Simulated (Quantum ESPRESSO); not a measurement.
A self-consistent single point of Mg₃Sc (Pm-3m, 4 atoms in the cell) with Quantum ESPRESSO.

Method of the run: PBEsol, PseudoDojo standard norm-conserving (PBESOL) pseudopotentials (plane waves; Quantum ESPRESSO).

The change in words: lattice scaled by 0.98. Reference geometry:
```
Mg3Sc
1.0
    4.62552     0.00000     0.00000
    0.00000     4.62552     0.00000
    0.00000     0.00000     4.62552
Mg Sc
3 1
Direct
  0.50000   0.50000   0.00000
  0.00000   0.50000   0.50000
  0.50000   0.00000   0.50000
  0.00000   0.00000   0.00000
```

Reference input (self-consistent single point, DFT, PBEsol, plane waves, PseudoDojo standard norm-conserving (PBESOL) pseudopotentials): ecutwfc = 85 Ry; occupations = smearing; smearing = fermi-dirac; degauss = 0.0036749 Ry; potentials = {Mg: Mg.upf, Sc: Sc.upf}; K_POINTS = automatic 10 10 10 0 0 0; conv_thr = 1e-10 Ry; mixing_beta = 0.7. This run's input differs from it in these lines:

```diff
@@ -11,3 +11,3 @@
     ibrav = 1,
-    celldm(1) = 8.7409603148,
+    celldm(1) = 8.5661417510,
     nat = 4,
@@ -27,5 +27,5 @@
 ATOMIC_POSITIONS {angstrom}
-Mg    2.3127585000    2.3127585000    0.0000000000
-Mg    0.0000000000    2.3127585000    2.3127585000
-Mg    2.3127585000    0.0000000000    2.3127585000
+Mg    2.2665035000    2.2665035000    0.0000000000
+Mg    0.0000000000    2.2665035000    2.2665035000
+Mg    2.2665035000    0.0000000000    2.2665035000
 Sc    0.0000000000    0.0000000000    0.0000000000
```

Log, with long lists cut:

```
     Self-consistent Calculation

     iteration #  1     ecut=    85.00 Ry     beta= 0.70

---- Real-time Memory Report at c_bands before calling an iterative solver
           254 MiB given to the printing process from OS
           221 MiB allocation reported by mallinfo(arena+hblkhd)
------------------

     Threshold (ethr) on eigenvalues was too large:
     Diagonalizing with lowered threshold

---- Real-time Memory Report at c_bands before calling an iterative solver
           268 MiB given to the printing process from OS
           229 MiB allocation reported by mallinfo(arena+hblkhd)
------------------

   [... lines left out ...]

---- Real-time Memory Report at c_bands before calling an iterative solver
           286 MiB given to the printing process from OS
           259 MiB allocation reported by mallinfo(arena+hblkhd)
------------------

     total energy              =    -452.49561034 Ry
     estimated scf accuracy    <          5.1E-10 Ry

     iteration #  9     ecut=    85.00 Ry     beta= 0.70

---- Real-time Memory Report at c_bands before calling an iterative solver
           287 MiB given to the printing process from OS
           261 MiB allocation reported by mallinfo(arena+hblkhd)
------------------
     End of self-consistent calculation

     the Fermi energy is     6.3711 ev

!    total energy              =    -452.49561034 Ry
     estimated scf accuracy    <          7.8E-11 Ry
     smearing contrib. (-TS)   =      -0.00228357 Ry
     internal energy E=F+TS    =    -452.49332677 Ry

     convergence has been achieved in   9 iterations

     Forces acting on atoms (cartesian axes, Ry/au):

     atom    1 type  1   force =     0.00000000    0.00000000    0.00000000
   [... zero for the other atoms too ...]

     Total force =     0.000000     Total SCF correction =     0.000000

          total   stress  (Ry/bohr**3)                   (kbar)     P=      -14.79
  -0.00010055   0.00000000   0.00000000          -14.79        0.00        0.00
   0.00000000  -0.00010055   0.00000000            0.00      -14.79        0.00
   0.00000000   0.00000000  -0.00010055            0.00        0.00      -14.79

   JOB DONE.
```

The run converged in 9 iterations. Against the reference run the free energy goes down by 23.3 meV/atom and the pressure goes from -3.57 to -1.48 GPa.

The starting cell comes from a database of computed structures (which also holds hypothetical and non-ambient phases and stackings), without a prior relaxation at this level. Its lattice was rescaled by a random factor within 2.5 % of one. For this run, on top of that: lattice scaled by 0.98.

Cost on one core of a shared machine: roughly 2 min.
